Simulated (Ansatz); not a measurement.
By PBEsol, the system below comes out a metal.

The ballistic (Sharvin) conductance counts the channels at the Fermi level: G/A = (e²/h) × channels of both spins per area.

```xyz
8
Lattice="3.2549 0.0000 0.0000 0.0000 5.0387 0.0000 0.0000 0.0000 5.5698" Properties=species:S:1:pos:R:3 pbc="T T T"
Si     0.8137     4.1372     3.2434
Si     2.4412     0.9015     2.3264
Si     2.4412     3.4208     0.4585
Si     0.8137     1.6179     5.1113
Ni     2.4412     2.5594     3.8349
Ni     0.8137     2.4793     1.7349
Ni     0.8137     4.9987     1.0500
Ni     2.4412     0.0401     4.5198
```

Space group of this cell: Pnma. The cell is strained (lengths across the current scaled by 0.98, ions clamped); by PBEsol its mean pressure is 7.4 GPa.

The current flows along the normal of the first two printed cell vectors. No spin-orbit coupling; the value is a mean over 0.1 eV about the Fermi level.

Question: State the ballistic conductance per area according to PBEsol in Ansatz (a quantum-chemistry and plane-wave program).

Answer: 0.55 × 10¹⁵ S/m² for both spins.
